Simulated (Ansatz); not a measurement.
Results of r²SCAN (Ansatz, an electronic-structure program, plane waves, PAW) for Li2MnO3 (C2/m, No. 12).

Settings: plane-wave cutoff 560 eV, 8×8×8 k mesh, Fermi–Dirac smearing 0.01 eV, spin-polarised with parallel moments, scalar-relativistic PAW data made under PBE.

Computed at the level's own relaxed cell.

**Question.** Predict the direct gap at Γ, volume per atom, bulk modulus B0 and pressure derivative B′ of the bulk modulus.

**Answer.** 
* **direct gap at Γ**: 3.25 eV
* **volume per atom**: 8.18 Å³/atom
* **bulk modulus B0**: 127 GPa
* **pressure derivative B′ of the bulk modulus**: 4.5

Note: the magnetic order was assumed, not searched for or taken from measurement; the relaxation could not lower the start's symmetry, so the cell can be a saddle point above a distorted one; without U or exact exchange, gaps and moments of open d shells tend to come out too small; the bulk modulus comes from volumes at which shape and atoms were relaxed.

The computed numbers hold no vibrational or temperature effects.

Cost on a shared machine: very roughly 110 core-minutes.
